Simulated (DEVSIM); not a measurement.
System: W/Al2O3/p-InP capacitor, at 250 K.

| layer (left to right) | material | thickness (nm) | Na (cm⁻³) |
|---|---|---|---|
| 1 | Al2O3 | 0.960 | - |
| 2 | InP | 480 | 1.7e18 |

Metal gate on the left, work function 4.6 eV. Fixed charge at the semiconductor interface 0 cm⁻² (in units of +e); no interface traps.

Constants are typed, rounded textbook-type inputs, not results; the design itself was drawn at random and stands for no fabricated device. Values at 300 K; Nc and Nv go as T^1.5, mobilities as T to minus their exponent, the gap by Varshni's rule with the affinity fixed.

```csv
parameter,Al2O3,InP
gap (eV),6.8,1.344
affinity (eV),1.35,4.38
permittivity,9,12.5
Nc (cm⁻³),-,5.7e17
Nv (cm⁻³),-,1.1e19
Varshni α (eV/K),-,0.000363
Varshni β (K),-,162
```

Simulated with DEVSIM: 1D Poisson equation in equilibrium, Boltzmann statistics, complete ionisation; no quantum confinement or tunnelling. Metal contacts follow the ideal Schottky-Mott rule: no Fermi-level pinning, no interface dipoles.

Problem. Give the band bending (positive: bands bend down) and minority sheet density.

Solution. 
```json
[
 {"Vg (V)": "-1.1", "ψs (V)": "0.004", "minority carriers (cm⁻²)": "< 1e8"},
 {"Vg (V)": "-0.8", "ψs (V)": "0.260", "minority carriers (cm⁻²)": "< 1e8"},
 {"Vg (V)": "-0.5", "ψs (V)": "0.538", "minority carriers (cm⁻²)": "< 1e8"},
 {"Vg (V)": "-0.2", "ψs (V)": "0.822", "minority carriers (cm⁻²)": "< 1e8"},
 {"Vg (V)": "0.1", "ψs (V)": "1.108", "minority carriers (cm⁻²)": "< 1e8"}
]
```
